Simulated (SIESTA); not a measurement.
Worked example: relaxation of cell and atoms of NiO (P1, 4 atoms in the cell) in SIESTA.

Method of the run: SIESTA 5.4.2 with GGA PBE, numerical atomic orbitals DZP, PseudoDojo PBE standard norm-conserving potentials (rewritten from UPF to PSML).

```yaml
crystal:
  lattice:
    - [4.18000, 2.09000, 2.09000]
    - [2.09000, 4.18000, 2.09000]
    - [2.09000, 2.09000, 4.18000]
  atoms:
    - { symbol: Ni, position: [0.00175, 0.98130, 0.00996], spin: 2.0 }
    - { symbol: Ni, position: [0.51217, 0.50924, 0.47673], spin: -2.0 }
    - { symbol: O, position: [0.23275, 0.25026, 0.26803] }
    - { symbol: O, position: [0.75333, 0.75919, 0.74528] }
```
(The spins are starting values, not results.)

Reference input (self-consistent single point, DFT, GGA PBE, numerical atomic orbitals DZP, PseudoDojo PBE standard norm-conserving potentials (rewritten from UPF to PSML)): XC.functional = GGA; XC.authors = PBE; potentials = PseudoDojo PBE standard; PAO.BasisSize = DZP; PAO.EnergyShift = 0.01 Ry; MeshCutoff = 400 Ry; kgrid.MonkhorstPack = 5 5 5; OccupationFunction = FD; ElectronicTemperature = 50 meV; Spin = polarized; DM.InitSpin = [1 +2.00, 2 -2.00, 3 +0.00, 4 +0.00]; MaxSCFIterations = 150. This run's input differs from it in these lines:

```diff
@@ -50,2 +50,7 @@
 Diag.ParallelOverK           true
+MD.TypeOfRun                 Broyden
+MD.Steps                     40
+MD.MaxForceTol               0.02 eV/Ang
+MD.VariableCell              true
+MD.MaxStressTol              0.05 GPa
 WriteForces                  true
```

Log, with long lists cut:

```
        iscf     Eharris(eV)        E_KS(eV)     FreeEng(eV)     dDmax    Ef(eV) dHmax(eV)
   scf:    1    -9994.704844   -10013.361642   -10013.403250  0.674644 -0.652178 16.089036
     spin moment: {S} , |S| = {        0.0        0.0    0.01598 }     0.01598
   scf:    2   -10029.190400   -10022.107126   -10022.126985  0.163388 -1.648552 10.316058
     spin moment: {S} , |S| = {        0.0        0.0   -0.03957 }    -0.03957
   scf:    3   -10027.455618   -10026.816541   -10026.817708  0.122828 -3.048813  1.560288
     spin moment: {S} , |S| = {        0.0        0.0    0.00263 }     0.00263
   [... lines left out ...]
     spin moment: {S} , |S| = {        0.0        0.0   -0.00001 }    -0.00001
   scf:   15   -10026.947806   -10026.947806   -10026.947829  0.000012 -3.336189  0.000783
     spin moment: {S} , |S| = {        0.0        0.0   -0.00001 }    -0.00001
   scf:   16   -10026.947806   -10026.947806   -10026.947829  0.000038 -3.335890  0.000315
     spin moment: {S} , |S| = {        0.0        0.0   -0.00001 }    -0.00001
   scf:   17   -10026.947806   -10026.947806   -10026.947829  0.000004 -3.335873  0.000283
     spin moment: {S} , |S| = {        0.0        0.0   -0.00001 }    -0.00001
SCF Convergence by DM+H criterion
max |DM_out - DM_in|         :     0.0000041415
max |H_out - H_in|      (eV) :     0.0002829439
SCF cycle converged after 17 iterations

Using DM_out to compute the final energy and forces

siesta: E_KS(eV) =           -10026.9478

siesta: E_KS - E_eggbox =    -10026.9478

siesta: Atomic forces (eV/Ang):
     1    0.089702    0.509828    0.113799
     2   -0.351109   -0.142544    0.363897
     3    0.344208   -0.102532   -0.196204
     4   -0.093942   -0.265332   -0.275585
   Tot   -0.011141   -0.000580    0.005908
   Max    0.509828
   Res    0.270740    sqrt( Sum f_i^2 / 3N )
   Max    0.509828    constrained

Stress tensor Voigt[x,y,z,yz,xz,xy] (kbar):       46.95       41.74       40.23        2.55        1.65        2.18
(Free)E + p*V (eV/cell)   -10027.9274
   [... lines left out ...]
siesta: Pressure (static):        -42.97693212  kBar
siesta: Pressure (total):        -42.97693212  kBar
No target stress found, assuming hydrostatic MD.TargetPressure.
Target stress (kBar)
outcell: Cell volume (Ang**3)        :     35.7650
        iscf     Eharris(eV)        E_KS(eV)     FreeEng(eV)     dDmax    Ef(eV) dHmax(eV)
siesta: Pressure (static):          0.34291649  kBar
siesta: Pressure (total):          0.34291649  kBar
outcell: Cell volume (Ang**3)        :     35.7650
siesta: FreeEng =    -10027.008894
   [... lines left out ...]
              0.008   0.008   0.005   0.008   0.005

mulliken: Qtot =       24.000

Mulliken Atomic Populations:
Atom #   charge [q] valence [e]      Sz [e]  Species
     1     0.555179   17.444821    1.385248  Ni
     2     0.555236   17.444764   -1.385245  Ni
     3    -0.555216    6.555216   -0.000096  O
     4    -0.555199    6.555199    0.000092  O
 Total    -0.000000               -0.000000
```

The run converged. 

Summary of the result:
- Free energy E − TS = -10027.0089 eV
- Top of the valence band (on the code's own zero) = -3.84 eV
- Gap on the k-point mesh = 1.00 eV
- Pressure = 0.03 GPa
- Largest force (vector length) = 0.012 eV/Å
- Size of the cell's spin moment = 0.00 μB
- Site moments (μB, in the program's spheres or projections) = Ni 1.39, Ni -1.39, O 0.00, O 0.00
- Final cell = a = 5.0579 Å, b = 5.0580 Å, c = 5.0582 Å, α = β = 33.84°, γ = 33.85°
- Final volume per atom = 8.94 Å³
- Relaxation steps = 18

The starting cell has typed, rounded lattice constants, without a prior relaxation at this level. Its atoms were displaced at random from the sites of space group no. 225. The magnetic order is the one reached from the typed start; others were not searched systematically. Values carry the incompleteness of an atom-centred basis.

Cost on one core of a shared machine: roughly 8 min.
